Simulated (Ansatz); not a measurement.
The parent structure is CdGeAs$_{2}$ in the chalcopyrite structure (space group I-42d, No. 122).

```cif
data_As8Cd4Ge4
_chemical_formula_sum 'Cd4 Ge4 As8'
_space_group_name_H-M_alt 'I-42d'
_space_group_IT_number 122
_space_group_name_Hall 'I -4 2bw'
_cell_length_a 6.04732
_cell_length_b 6.04732
_cell_length_c 11.48973
_cell_angle_alpha 90.000
_cell_angle_beta 90.000
_cell_angle_gamma 90.000
loop_
_atom_site_label
_atom_site_type_symbol
_atom_site_symmetry_multiplicity
_atom_site_Wyckoff_symbol
_atom_site_fract_x
_atom_site_fract_y
_atom_site_fract_z
_atom_site_occupancy
Cd1 Cd 4 a 0.00000 0.00000 0.00000 1
Ge1 Ge 4 b 0.00000 0.00000 0.50000 1
As1 As 8 d 0.25000 0.22328 0.37500 1
```
(The calculation used a cell of 8 atoms; values per cell refer to that cell.)

All numbers come from PBE in Ansatz (plane waves to 420 eV, PAW, no spin-orbit coupling).

Base values:

| Item | Result |
|---|---|
| c/a ratio | 1.900 |
| Lattice parameter a | 6.047 Å |

Now apply this change: cell and atoms relaxed at a pressure of 30 GPa.

Question: How does this affect the c/a ratio and lattice parameter a?

Answer: The c/a ratio decreases by 1.136 (1.900 → 0.764); the lattice parameter a goes up by 0.940 Å to 6.987 Å.

A case with no gap was solved on a k-mesh chosen for an insulator, which is coarse for it. From pressure 30 GPa on, the axis ratios lie over 15 % from the base's, so the cell there is far from its starting form. Load acts through the strain it causes; cell and atoms are relaxed under it. Stability against distortions was not tested. Competing high-pressure phases were not computed. The final runs are not spin-polarised.

Ansatz is a program for electronic structure.
